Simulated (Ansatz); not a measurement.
PbSe under a change: Pb → Ir

Base system: PbSe in the rock salt structure (space group Fm-3m, No. 225; a = 6.1016 Å).

It is then changed as follows: full substitution Pb → Ir, then cell and atoms are relaxed.

Method: PBEsol, PAW, 420 eV (Ansatz, a program for electronic structure; no spin-orbit coupling). Γ-centred 16×16×16 mesh, Fermi–Dirac width 0.05 eV, for the changed cell.

| quantity | base | changed | shift |
|---|---|---|---|
| volume per atom | 28.39 Å³ | 16.73 Å³ | -11.66 Å³ |
| density | 8.37 g/cm³ | 13.46 g/cm³ | +5.09 g/cm³ |
| space group | Fm-3m (No. 225) | Fm-3m (No. 225) | – |
| shortest interatomic distance | 3.051 Å | 2.558 Å | -0.493 Å |
| band gap | 0.17 eV | zero | – |

With Pb present, leaving out spin-orbit coupling can change the band edges. Stability against distortions was not tested. As relaxed here, IrSe is a hypothetical phase, not in the database extracts checked. The final runs are not spin-polarised. An odd electron count without spin: IrSe. IrSe has a high density of states at the Fermi level and may be magnetic at this level. The zero or small gap of PbSe can change with the level of theory.
